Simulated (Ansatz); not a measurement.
Base system: PbI$_{2}$ in the CdI2 type structure (space group P-3m1, No. 164; a = 4.5590 Å, c = 6.9727 Å).

The values are results of PBE-D3(BJ) (Ansatz, a quantum-chemistry and plane-wave program, PAW, no spin-orbit coupling), not measurements.

For the base:

The band gap is 2.18 eV.

It is then changed as follows: a free-standing slab of 2 layers (6 atoms, 3 a layer) is cut normal to the stacking axis, with 15 Å of vacuum and the in-plane cell relaxed.

Q: Estimate the effect on the band gap.

A: The band gap goes up by 0.26 eV (2.18 eV → 2.44 eV).

Q: What happens to the thickness between the outermost nuclei?

A: The thickness between the outermost nuclei amounts to 10.79 Å.

Q: How does this affect the gap character?

A: The gap character is indirect, K–Γ (83 % along) → Γ.

Q: What does the calculation give for the electron mass after the change?

A: The electron mass (in plane) is 0.25 mₑ (at Γ).

Q: What does the calculation give for the excess energy per area of both faces after the change?

A: The excess energy per area of both faces (slab less bulk energy over the cell's area: twice a surface energy) is 0.21 J/m².

The excess energy carries the mismatch between the slab's and the bulk's meshes. Spin-orbit coupling, missing from the scalar runs, can matter with I and Pb. Effective masses come from finite differences of ±0.01 Å⁻¹. No phonon test of stability was made.
